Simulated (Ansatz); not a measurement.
AlRu, response to strain

The reference is AlRu in the CsCl type structure (space group Pm-3m, No. 221; relaxed with 0.1 eV smearing).

```xyz
2
Lattice="2.9832 0.0000 0.0000 0.0000 2.9832 0.0000 0.0000 0.0000 2.9832" Properties=species:S:1:pos:R:3 pbc="T T T"
Al     1.4916     1.4916     1.4916
Ru     0.0000     0.0000     0.0000
```

Cartesian axes are those of the cell as printed.

Strains are applied to the cell and any free atomic positions relax; under biaxial strain the out-of-plane vector relaxes too.

Level of theory: Ansatz (a program for electronic structure), r2SCAN, PAW, cutoff 500 eV, no SOC.

Candidates:
(a) biaxial strain +2.50 %, plane normal [111], relaxed out of plane
(b) biaxial strain +2.08 %, plane normal [111], relaxed out of plane
(c) biaxial strain +0.83 %, plane normal [111], relaxed out of plane
(d) biaxial strain +0.42 %, plane normal [111], relaxed out of plane

Order them by out-of-plane strain, highest first.

(d) biaxial strain +0.42 %, plane normal [111], relaxed out of plane (-0.26 %), (c) biaxial strain +0.83 %, plane normal [111], relaxed out of plane (-0.51 %), (b) biaxial strain +2.08 %, plane normal [111], relaxed out of plane (-1.20 %), (a) biaxial strain +2.50 %, plane normal [111], relaxed out of plane (-1.42 %)

Stability against distortions was not tested. The final runs are not spin-polarised.
